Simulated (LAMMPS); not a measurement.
System: a melt made from Cr (bcc), 2000 atoms, at 2830 K and 0 GPa, brought to that temperature within a few picoseconds.

Computed with classical MD, pair style meam, file library.meam (library.meam-Cr); code LAMMPS.

### Question
Estimate the state found, the shear viscosity (Green-Kubo), the first peak of g(r) for this model.

### Answer
state found: liquid; shear viscosity (Green-Kubo): 1.73 ± 0.07 mPa s; first peak of g(r): 2.45 Å, height 2.3.

Caution: the potential MEAM library.meam-Cr is a first-neighbour MEAM set with a 4 Å cutoff, used here without a parameter file and away from the static properties it was fitted to. Caution: a run this short can hold a crystal over, or a liquid under, the potential's own melting point, which these runs don't give.
